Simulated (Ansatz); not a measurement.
The parent structure is CaO in the rock salt structure (space group Fm-3m, No. 225; a = 4.7948 Å). Axes: x, y, z lie along the cube axes.

Level of theory: r2SCAN (Ansatz, a first-principles code), no spin-orbit coupling.

One thing is altered: every lattice vector is shortened by 2.38 %, atoms relaxed at fixed cell.

Q: Predict the stress tensor and what it implies for the stiffness.

A: Stress of the strained cell less that of the base (GPa, compression positive):
```
   9.89    0.00    0.00
   0.00    9.89    0.00
   0.00    0.00    9.89
```

Then B = −ΔP/(ΔV/V₀) with ΔV/V₀ = -0.0697 gives secant stiffness values (nonlinear terms included at this strain): B ≈ 142 GPa.

As a check, the harmonic strain energy −½ V₀ Δσ:ε is 30 meV/atom; the computed energy rise is 28 meV/atom.

Stability against distortions was not tested.
